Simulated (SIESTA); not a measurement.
SIESTA run on CoIr (R-3m, 2 atoms in the cell): self-consistent single point.

Method of the run: SIESTA with LDA PW92, numerical atomic orbitals DZP, PseudoDojo LDA standard norm-conserving potentials (rewritten from UPF to PSML).

```xyz
2
Lattice="1.3242 0.7645 4.1648 -1.3242 0.7645 4.1648 0.0000 -1.5291 4.1648" Properties=species:S:1:pos:R:3 pbc="T T T"
Co     0.0000     0.0000     0.0000
Ir     0.0000     0.0000     6.2472
```
Moments meant for the start (each program seeds them in its own way; μB, in the order of the atoms Co Ir): 3.0 0.0.

Reference input (self-consistent single point, DFT, GGA PBEsol, numerical atomic orbitals DZP, PseudoDojo PBEsol standard norm-conserving potentials (rewritten from UPF to PSML)): XC.functional = GGA; XC.authors = PBEsol; potentials = PseudoDojo PBEsol standard; PAO.BasisSize = DZP; PAO.EnergyShift = 0.01 Ry; MeshCutoff = 400 Ry; kgrid.MonkhorstPack = 12 12 12; OccupationFunction = MP; OccupationMPOrder = 0; ElectronicTemperature = 1578.21 K; Spin = polarized; DM.InitSpin = [1 +3.00, 2 +0.00]. This run's input differs from it in these lines:

```diff
@@ -1,2 +1,2 @@
-# files in the folder: Co.psml Ir.psml (PseudoDojo PBEsol standard)
+# files in the folder: Co.psml Ir.psml (PseudoDojo LDA standard)
 SystemName  CoIr
@@ -22,4 +22,4 @@
 
-XC.functional                GGA
-XC.authors                   PBEsol
+XC.functional                LDA
+XC.authors                   PW92
 PAO.BasisSize                DZP
```

Output (repeated stretches shortened):

```
        iscf     Eharris(eV)        E_KS(eV)     FreeEng(eV)     dDmax    Ef(eV) dHmax(eV)
   scf:    1    -7252.750253    -7271.673252    -7271.688601  1.017907 -0.427639 21.501876
     spin moment: {S} , |S| = {        0.0        0.0    1.33662 }     1.33662
   scf:    2    -7278.204455    -7280.330654    -7280.353491  0.273274 -0.658213 11.834665
     spin moment: {S} , |S| = {        0.0        0.0    2.05445 }     2.05445
   scf:    3    -7283.131931    -7282.066364    -7282.088017  0.122099 -1.072238  8.092333
     spin moment: {S} , |S| = {        0.0        0.0    1.88620 }     1.88620
   [... lines left out ...]
     spin moment: {S} , |S| = {        0.0        0.0    1.47755 }     1.47755
   scf:   19    -7284.501820    -7284.501820    -7284.527814  0.000069 -2.677146  0.001483
     spin moment: {S} , |S| = {        0.0        0.0    1.47696 }     1.47696
   scf:   20    -7284.501819    -7284.501820    -7284.527815  0.000063 -2.677098  0.001127
     spin moment: {S} , |S| = {        0.0        0.0    1.47632 }     1.47632
   scf:   21    -7284.501819    -7284.501819    -7284.527815  0.000053 -2.677062  0.000853
     spin moment: {S} , |S| = {        0.0        0.0    1.47572 }     1.47572
SCF Convergence by DM+H criterion
max |DM_out - DM_in|         :     0.0000530860
max |H_out - H_in|      (eV) :     0.0008528726
SCF cycle converged after 21 iterations

Using DM_out to compute the final energy and forces

siesta: E_KS(eV) =            -7284.5018

siesta: E_KS - E_eggbox =     -7284.5018

siesta: Atomic forces (eV/Ang):
     1   -0.000000   -0.000000   -0.000000
     2   -0.000000    0.000000    0.000000
   Tot   -0.000000    0.000000    0.000000
   Max    0.000000
   Res    0.000000    sqrt( Sum f_i^2 / 3N )
   Max    0.000000    constrained

Stress tensor Voigt[x,y,z,yz,xz,xy] (kbar):      100.25      100.25      152.76       -0.00        0.00        0.00
(Free)E + p*V (eV/cell)    -7286.3872
Target enthalpy (eV/cell)    -7284.5278

siesta: Program's energy decomposition (eV):
siesta: FreeEng =     -7284.527815

   [... lines left out ...]
siesta: Cell volume =         25.298577 Ang**3
siesta:        -117.75503795       -117.75504320  kBar
   [... lines left out ...]
   2  8.450   0.998   0.857  -0.338   0.992   0.992   0.992   0.118   0.123
              0.118   0.728   0.813   0.729   0.813   0.728  -0.030  -0.062

             -0.027  -0.062  -0.030

mulliken: Qtot =       16.262

Mulliken Atomic Populations:
Atom #   charge [q] valence [e]      Sz [e]  Species
     1     0.024643   16.975357    1.351478  Co
     2    -0.024643   17.024643    0.124243  Ir
 Total    -0.000000                1.475721
```

The run converged in 21 iterations. Against the reference run the pressure goes from -3.61 to -11.78 GPa and the size of the net moment goes from 0.85 to 0.74 μB/atom.

The starting cell comes from a database of computed structures (which also holds hypothetical and non-ambient phases and stackings), without a prior relaxation at this level. With one magnetic atom in the cell only a parallel order is possible. Values carry the incompleteness of an atom-centred basis. With a pressure of about -12 GPa the cell is away from its equilibrium volume at this level.

Cost on one core of a shared machine: roughly 2 min.
